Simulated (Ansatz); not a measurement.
The starting structures come from a database of crystals and need not be the phases stable at ambient conditions.

By PBEsol, the system below comes out a metal.

The ballistic (Sharvin) conductance counts the channels at the Fermi level: G/A = (e²/h) × channels of both spins per area.

Input:

```xyz
2
Lattice="4.4335 0.0000 0.0000 0.0000 4.4335 0.0000 2.2168 -2.2168 3.0735" Properties=species:S:1:pos:R:3 pbc="T T T"
In     0.0000     0.0000     0.0000
Sb     2.2168     2.2168     0.0000
```

Space group of this cell: I4/mmm. The cell is strained (lengths across the current scaled by 1.02, ions clamped); by PBEsol its mean pressure is -4.2 GPa.

The current flows along the normal of the first two printed cell vectors, the (001) (indices of the unstrained crystal) plane of the conventional cell. No spin-orbit coupling; the value is a mean over 0.1 eV about the Fermi level.

Question: State the ballistic conductance per area according to PBEsol (Ansatz, a program for electronic structure).

Answer: 0.78 × 10¹⁵ S/m² for both spins.
